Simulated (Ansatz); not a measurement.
# A computed series for GaP: response to strain

The reference is GaP in the zinc blende structure (space group F-43m, No. 216; a = 5.391 Å). Axes: x, y, z lie along the cube axes.

Strains are applied to the cell and any free atomic positions relax.

The values are results of DFT with LDA, PAW potentials and a 420 eV plane-wave cutoff in Ansatz (a first-principles code), spin-orbit coupling left out, not measurements.

Candidates:
(a) uniaxial strain ε_zz = +2.50 %
(b) uniaxial strain ε_zz = +1.50 %
(c) uniaxial strain ε_zz = −0.50 %
(d) uniaxial strain ε_zz = −2.00 %
(e) uniaxial strain ε_zz = −2.50 %

For the base:

```
Item                  Result
-------------------  -------
Smallest direct gap  1.88 eV
```

Task: Order them by smallest direct gap, lowest first.

Result: (a) uniaxial strain ε_zz = +2.50 % (1.62 eV), (b) uniaxial strain ε_zz = +1.50 % (1.73 eV), (c) uniaxial strain ε_zz = −0.50 % (1.90 eV), (d) uniaxial strain ε_zz = −2.00 % (1.97 eV), (e) uniaxial strain ε_zz = −2.50 % (1.99 eV)

Stability against distortions was not tested.
